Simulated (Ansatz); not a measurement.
# What biaxial strain −2.50 %, plane normal [001], relaxed out of plane does to Ir

Take Ir in the fcc (Cu type) structure (space group Fm-3m, No. 225; a = 3.831 Å; relaxed with 0.1 eV smearing) as the base. Axes: x, y, z lie along the cube axes.

Perturbation: biaxial strain −2.50 %, plane normal [001], relaxed out of plane (Cartesian); in-plane vectors clamped, the third vector and the atoms free.

Calculations: DFT with PBEsol, PAW potentials and a 420 eV plane-wave cutoff in Ansatz (a first-principles code), no SOC. Settings: 29×29×29 k-points, 0.1 eV Fermi–Dirac smearing.

```tsv
quantity	base	changed	shift
volume per atom	14.06 Å³	13.64 Å³	-0.42 Å³
space group	Fm-3m (No. 225)	I4/mmm (No. 139)	–
shortest interatomic distance	2.709 Å	2.641 Å	-0.068 Å
energy relative to the base (free energy F)	0 meV/atom	+41 meV/atom	+41 meV/atom
band gap	zero	zero	–
out-of-plane strain	–	+2.06 %	–
ratio −ε⊥/ε∥	–	0.82	–
```

Final structure (turned so that z lies along the plane normal):

```xyz
1
Lattice="2.6413 0.0000 0.0000 0.0000 2.6413 0.0000 1.3206 -1.3206 1.9550" Properties=species:S:1:pos:R:3 pbc="T T T"
Ir     0.0000     0.0000     0.0000
```

Cost of the whole job for the changed cell (relaxation, final SCF and bands): roughly 110 core-seconds.

No phonon test of stability was made. The final runs are not spin-polarised.
